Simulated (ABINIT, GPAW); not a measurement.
A GPAW input for a self-consistent single point of BaGaSi (P-6m2, 3 atoms in the cell) (DFT LDA (Perdew-Wang 92), plane waves, GPAW PAW datasets LDA (gpaw-data 1.0.1)):

```python
from ase import Atoms
from ase.units import GPa
from gpaw import GPAW, PW, FermiDirac

atoms = Atoms(['Ba', 'Ga', 'Si'],
              cell=[[4.283568, 0.000000, 0.000000],
                    [-2.141784, 3.709678, 0.000000],
                    [0.000000, 0.000000, 5.238107]],
              scaled_positions=[[0.000000, 0.000000, 0.000000],
                                [0.333333, 0.666667, 0.500000],
                                [0.666667, 0.333333, 0.500000]],
              pbc=True)

calc = GPAW(mode=PW(550),
            xc='LDA',
            kpts=(7, 7, 5),
            occupations=FermiDirac(0.1),
            nbands=-7,
            convergence={'forces': 0.001},
            symmetry={'symmorphic': False, 'tolerance': 0.0005},
            maxiter=100,
            txt='-')

atoms.calc = calc

energy = atoms.get_potential_energy()
print('Energy (eV):', round(energy, 6))
forces = atoms.get_forces()
print('Forces (eV/Ang):')
print(forces.round(5))
stress = atoms.get_stress()
print('Stress (GPa, Voigt):', (stress / GPa).round(4))
```

Q: Give the ABINIT input for the same structure, mesh, smearing and functional.

A: One input that does it (others would too):

```
# BaGaSi, PseudoDojo nc-sr-04 LDA standard
pp_dirpath "./"
pseudos "Ba.upf, Ga.upf, Si.upf"
acell 4.2835675919 4.2835675919 5.2381070000 Angstrom
rprim
         1.0000000000    0.0000000221    0.0000000000
        -0.5000000191    0.8660253927    0.0000000000
         0.0000000000    0.0000000000    1.0000000000
natom 3
ntypat 3
znucl 56 31 14
typat 1 2 3
xcart
         0.0000000000    0.0000000000    0.0000000000
        -0.0000000547    2.4731189023    2.6190535000
         2.1417837686    1.2365594985    2.6190535000
      Angstrom
ecut 40
occopt 3
tsmear 0.1 eV
nband 19
kptopt 1
ngkpt 7 7 5
nshiftk 1
shiftk 0 0 0
nstep 50
tolvrs 1.0e-11
prtwf 0
prtden 0
enunit 1
```

Basis, cutoffs, solver keys and any potentials are the target program's own. This input uses DFT, LDA (PW92), plane waves, norm-conserving pseudopotentials (PseudoDojo nc-sr-04 LDA standard). LDA parametrisations can differ slightly between programs. Both were run: pressure -3.75 GPa in GPAW and -4.49 in ABINIT.

On GPAW: the starting cell comes from a database of computed structures (which also holds hypothetical and non-ambient phases and stackings), without a prior relaxation at this level. Its lattice was rescaled by a random factor within 2.5 % of one. With a pressure of about -4 GPa the cell is away from its equilibrium volume at this level.

On ABINIT: the starting cell comes from a database of computed structures (which also holds hypothetical and non-ambient phases and stackings), without a prior relaxation at this level. Its lattice was rescaled by a random factor within 2.5 % of one. With a pressure of about -4 GPa the cell is away from its equilibrium volume at this level.
